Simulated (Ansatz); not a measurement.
Se (P2₁/c, No. 14, 32 atoms in the cell; start mp-542605) was calculated with LDA (Ansatz, a first-principles code, plane waves, PAW).

Numerical settings: plane-wave cutoff 520 eV, 4×4×2 k mesh (along the axes of the cell as run), Fermi–Dirac smearing 0.01 eV, scalar-relativistic PAW data made under PBE.

Cell (relaxed at this level):

```yaml
crystal:
  lattice:
    - [8.66526, 0.00000, 0.42015]
    - [0.00000, 7.74564, 0.00000]
    - [-0.12299, 0.00000, 12.65856]
  atoms:
    - { symbol: Se, position: [0.55253, 0.29886, 0.41020] }
    - { symbol: Se, position: [0.44747, 0.70114, 0.58980] }
    - { symbol: Se, position: [0.44747, 0.79886, 0.08980] }
    - { symbol: Se, position: [0.55253, 0.20114, 0.91020] }
    - { symbol: Se, position: [0.75441, 0.21483, 0.51551] }
    - { symbol: Se, position: [0.24559, 0.78517, 0.48449] }
    - { symbol: Se, position: [0.24559, 0.71483, 0.98449] }
    - { symbol: Se, position: [0.75441, 0.28517, 0.01551] }
    - { symbol: Se, position: [0.74525, 0.39921, 0.66452] }
    - { symbol: Se, position: [0.25475, 0.60079, 0.33548] }
    - { symbol: Se, position: [0.25475, 0.89921, 0.83548] }
    - { symbol: Se, position: [0.74525, 0.10079, 0.16452] }
    - { symbol: Se, position: [0.95576, 0.58600, 0.63524] }
    - { symbol: Se, position: [0.04424, 0.41400, 0.36476] }
    - { symbol: Se, position: [0.04424, 0.08600, 0.86476] }
    - { symbol: Se, position: [0.95576, 0.91400, 0.13524] }
    - { symbol: Se, position: [0.83733, 0.84350, 0.57842] }
    - { symbol: Se, position: [0.16267, 0.15650, 0.42158] }
    - { symbol: Se, position: [0.16267, 0.34350, 0.92158] }
    - { symbol: Se, position: [0.83733, 0.65650, 0.07842] }
    - { symbol: Se, position: [0.86817, 0.85682, 0.39060] }
    - { symbol: Se, position: [0.13183, 0.14318, 0.60940] }
    - { symbol: Se, position: [0.13183, 0.35682, 0.10940] }
    - { symbol: Se, position: [0.86817, 0.64318, 0.89060] }
    - { symbol: Se, position: [0.63290, 0.75611, 0.32899] }
    - { symbol: Se, position: [0.36710, 0.24389, 0.67101] }
    - { symbol: Se, position: [0.36710, 0.25611, 0.17101] }
    - { symbol: Se, position: [0.63290, 0.74389, 0.82899] }
    - { symbol: Se, position: [0.67775, 0.46735, 0.27848] }
    - { symbol: Se, position: [0.32225, 0.53265, 0.72152] }
    - { symbol: Se, position: [0.32225, 0.96735, 0.22152] }
    - { symbol: Se, position: [0.67775, 0.03265, 0.77848] }
```

### Question
Give the computed band gap.

### Answer

- band gap: 0.88 eV (on the SCF k mesh)

Note: the relaxation could not lower the start's symmetry, so the cell can be a saddle point above a distorted one.

Spin–orbit coupling is not included.

A start named mp-… is a Materials Project structure, which need not be a measured phase.
